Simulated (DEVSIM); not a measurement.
Device: abrupt Si p-n junction, at 250 K.

```csv
layer (left to right),material,thickness (μm),Nd (cm⁻³),Na (cm⁻³),τn (s),τp (s)
1,Si,1.80,-,3.7e18,1e-7,1e-7
2,Si,0.370,1.4e17,-,1e-7,1e-7
```

Left contact: ohmic. Right contact: ohmic. Voltage is applied to the left contact. Recombination: SRH at mid-gap, radiative. Gap narrowing is on: ΔEg = 6.92 meV × (l + √(l² + 0.5)), l = ln(N/1.3e17 cm⁻³), shared equally by both band edges. Mobility is constant in doping.

The device is made up for the run: typed textbook-type constants, with dimensions and the other settings drawn at random. Values at 300 K; Nc and Nv go as T^1.5, mobilities as T to minus their exponent, the gap by Varshni's rule with the affinity fixed.

```csv
parameter,Si
gap (eV),1.124
affinity (eV),4.05
permittivity,11.7
Nc (cm⁻³),2.86e19
Nv (cm⁻³),3.1e19
μn (cm²/Vs),1417
μp (cm²/Vs),470
T exponent of μn,2.3
T exponent of μp,2.2
B (cm³/s),4.7e-15
Varshni α (eV/K),0.000473
Varshni β (K),636
```

Simulated with DEVSIM: 1D drift-diffusion, Boltzmann statistics, complete ionisation; no tunnelling, impact ionisation, image-force lowering or self-heating.

### Question
Give the dark forward current.

### Answer

```json
[
 {"V (V)": "0.05", "J (A/cm²)": "9.0e-11"},
 {"V (V)": "0.10", "J (A/cm²)": "3.6e-10"},
 {"V (V)": "0.20", "J (A/cm²)": "4.3e-9"},
 {"V (V)": "0.25", "J (A/cm²)": "1.5e-8"},
 {"V (V)": "0.30", "J (A/cm²)": "5.3e-8"},
 {"V (V)": "0.40", "J (A/cm²)": "1.2e-6"},
 {"V (V)": "0.45", "J (A/cm²)": "8.1e-6"},
 {"V (V)": "0.50", "J (A/cm²)": "6.9e-5"},
 {"V (V)": "0.55", "J (A/cm²)": "0.00066"},
 {"V (V)": "0.65", "J (A/cm²)": "0.065"},
 {"V (V)": "0.70", "J (A/cm²)": "0.65"},
 {"V (V)": "0.75", "J (A/cm²)": "6.5"},
 {"V (V)": "0.85", "J (A/cm²)": "630"},
 {"V (V)": "0.90", "J (A/cm²)": "5000"}
]
```
